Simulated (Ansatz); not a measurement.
**Effective masses and thermopower of BAs under load (space group F-43m)**

```
AsB
1.0
    0.00000     2.35091     2.35091
    2.35091     0.00000     2.35091
    2.35091     2.35091     0.00000
B As
1 1
Direct
  0.00000   0.00000   0.00000
  0.25000   0.25000   0.25000
```

Calculation: r2SCAN with spin-orbit coupling, rigid bands (plane waves, PAW; Ansatz, a program for electronic structure). Condition of this run: hydrostatic pressure of 6.4 GPa (compression positive) (the target of the relaxation). Cell: cell and atoms relaxed with PBEsol, then loaded as said.

| Property | Result |
|---|---|
| band gap | 1.26 eV |
| electron conductivity mass (300 K, dilute) | 0.30 mₑ |
| hole conductivity mass (300 K, dilute) | 0.32 mₑ |
| effective density of states N_c (300 K) | 3.4e19 cm⁻³ |
| effective density of states N_v (300 K) | 1.0e19 cm⁻³ |
| density-of-states mass, electrons | 1.22 mₑ |
| density-of-states mass, holes | 0.56 mₑ |
| Seebeck coefficient, n-type 1e19 cm⁻³, 300 K | -319 μV/K |
| best n-type power factor at 300 K for τ = 10 fs (best axis; densities from 1e16 to 1e21 cm⁻³ tried, whether or not they can be reached) | 18.3 μW/(cm·K²) at 1e20 cm⁻³ |
| Seebeck coefficient, p-type 1e19 cm⁻³, 300 K | 239 μV/K |
| best p-type power factor at 300 K for τ = 10 fs (best axis; densities from 1e16 to 1e21 cm⁻³ tried, whether or not they can be reached) | 8.5 μW/(cm·K²) at 3e20 cm⁻³ |

Rigid bands; masses and Seebeck coefficients take one relaxation time τ for all states and one kind of carrier; polarons and phonon drag are left out. Geometry: cell and atoms relaxed with PBEsol.
